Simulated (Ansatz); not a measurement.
Given:

End structure of a constructed model of the (111)B surface of zinc-blende ZnSe, Se-terminated, 2x2 Mg adatom at T4 (bottom of the slab: 2 H on 4 bottom sites):

```
CELL_PARAMETERS angstrom
      8.10981     0.00000     0.00000
     -4.05491     7.02331     0.00000
      0.00000     0.00000    30.50000
ATOMIC_POSITIONS crystal
  Zn 0.34548 0.15452 0.30660
  Zn 0.82991 0.16928 0.33809
  Zn 0.33072 0.67009 0.33809
  Zn 0.84551 0.65449 0.30645
  Se 0.17343 0.32657 0.34493
  Se 0.66176 0.33817 0.34594
  Se 0.16183 0.83824 0.34594
  Se 0.67368 0.82632 0.34451
  Zn 0.16667 0.33333 0.42704
  Zn 0.66667 0.33333 0.42704
  Zn 0.16667 0.83333 0.42704
  Zn 0.66667 0.83333 0.42704
  Se 0.00000 0.00000 0.45417
  Se 0.50000 0.00000 0.45417
  Se 0.00000 0.50000 0.45417
  Se 0.50000 0.50000 0.45417
  Zn 0.98619 0.99333 0.53543
  Zn 0.50712 0.99288 0.53553
  Zn 0.00016 0.49984 0.53665
  Zn 0.50667 0.51381 0.53543
  Se 0.33345 0.16655 0.55200
  Se 0.83363 0.16712 0.56591
  Se 0.33288 0.66637 0.56591
  Se 0.83356 0.66644 0.56575
  Zn 0.33342 0.16658 0.62847
  Zn 0.82319 0.14633 0.64926
  Zn 0.35367 0.67681 0.64926
  Zn 0.82320 0.67680 0.64909
  Se 0.17342 0.32658 0.67218
  Se 0.65333 0.32666 0.67217
  Se 0.17334 0.84667 0.67217
  Se 0.66679 0.83321 0.68297
  H  0.33553 0.16447 0.25623
  H  0.83706 0.66294 0.25603
  Mg 0.33337 0.16663 0.71317
```

Set-up: 35 atoms, 14.3 Å thick at the start with caps and adatoms; mesh 3x3x1; 0.025 eV smearing; dipole correction on; 8 atoms held, the rest relaxed; held to the start's symmetry, so lower structures may exist; no spin, no spin-orbit, no U. In PBE it lies 0.05 eV a 1x1 cell over the lowest computed structure of the same composition (2x2 Mg adatom at H3).

Predict the highest filled level below the top vacuum level from PBE in Ansatz (a program for electronic structure).

4.40 eV

What gap of the slab on its k-mesh does PBE give?

1.30 eV
